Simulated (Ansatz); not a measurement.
Base system: InP in the zinc blende structure (space group F-43m, No. 216; a = 5.8269 Å). Axes: x, y, z lie along the cube axes.

Computed with LDA (Ansatz, a first-principles code, PAW, spin-orbit coupling left out).

Base values:

- Valley order: Γ 0.58 eV; L along ⟨111⟩ 1.35 eV; X along ⟨100⟩ 1.57 eV
- Electron mass: 0.046 mₑ (at Γ)
- Pressure: 0.00 GPa

One thing is altered: biaxial strain +1.25 %, plane normal [111], relaxed out of plane (Cartesian); in-plane vectors clamped, the third vector and the atoms free.

Task: What does the calculation give for the valley order, ratio −ε⊥/ε∥, electron mass, energy relative to the base and pressure after the change?

Result: The valley order (the lowest conduction-band minima on the path, energy above the VBM, named in the base's zone) changes from Γ 0.58 eV; L along ⟨111⟩ 1.35 eV; X along ⟨100⟩ 1.57 eV to Γ 0.40 eV; L along [111] 1.06 eV; L along [1-1-1] 1.28 eV; X along [001] 1.50 eV; the ratio −ε⊥/ε∥ amounts to 0.61; the electron mass becomes 0.036 mₑ out of plane, 0.040 mₑ in plane (at Γ) (base: 0.046 mₑ (at Γ)); the energy grows by 3.5 meV/atom; the pressure (mean of the normal stresses, compression positive) goes from zero to -1.18 GPa.

The levels and masses belong to the bands next to the band gap. Masses are band curvatures over ±0.01 Å⁻¹ around the edge. Stability against distortions was not tested.
